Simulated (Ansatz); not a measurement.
A short convergence ladder for AlInSb2 (P-4m2, 4 atoms in the cell)

```yaml
crystal:
  lattice:
    - [4.49265, 0.00000, 0.00000]
    - [0.00000, 4.49265, 0.00000]
    - [0.00000, 0.00000, 6.32977]
  atoms:
    - { symbol: Al, position: [0.00000, 0.00000, 0.00000] }
    - { symbol: In, position: [0.50000, 0.50000, 0.50000] }
    - { symbol: Sb, position: [0.00000, 0.50000, 0.23337] }
    - { symbol: Sb, position: [0.50000, 0.00000, 0.76663] }
```

Base method: LDA (PW92), default PAW files made with PBE (plane waves; Ansatz, a quantum-chemistry and plane-wave program).

Base settings: basis.ecutwfc = 420 eV; kpoints.mp_grid.grid = 6 6 4; hamiltonian.xc = lda; hamiltonian.pseudopotentials = {kind: paw} (the program's default PAW files); scf.occupations.method = fermi_dirac; scf.occupations.width = 0.01 eV.

Core times come from one kind of shared machine, to one figure; runs under 30 s give none.

**Zone-centre phonons against the cutoff**

In this ladder: scf.occupations.method = fixed; scf.occupations.width = default; phonons.method = dfpt; phonons.dielectric = true; phonons.rigid_motions = translations.

The mesh stays at the base's, so the ladder's end is converged at best in this setting alone.

Frequencies are those of the unrelaxed cell, without the LO-TO term of polar crystals.

Only quantities that move along the ladder and can be compared are tabulated.

ε∞ and Born charges come from denser meshes that the program picks itself.

```csv
basis.ecutwfc,highest zone-centre frequency (cm⁻¹),lowest optical frequency (cm⁻¹),largest Born charge (mean of the diagonal) (e),mean ε∞,core time / last (rough)
210 eV,308.9,66.4,2.339,15.981,1
295 eV,300.3,50.8,2.226,15.572,0.7
355 eV,301.5,52.1,2.217,15.536,0.8
420 eV,301.2,52.3,2.216,15.534,1
```

Coarsest basis.ecutwfc that holds the mean ε∞ within 0.01 of the last step, with all finer ones: 355 eV; the step before is off by 0.038.

Coarsest basis.ecutwfc that holds the highest zone-centre frequency within 2 cm⁻¹ of the last step, with all finer ones: 295 eV; the step before is off by 7.6 cm⁻¹.

Coarsest basis.ecutwfc that holds the lowest optical frequency within 5 cm⁻¹ of the last step, with all finer ones: 295 eV; the step before is off by 14 cm⁻¹.

On the base run: the starting cell comes from a database of computed structures (which also holds hypothetical and non-ambient phases and stackings), without a prior relaxation at this level. Its lattice was rescaled by up to half a per cent.

Keys are those of Ansatz 0.2.
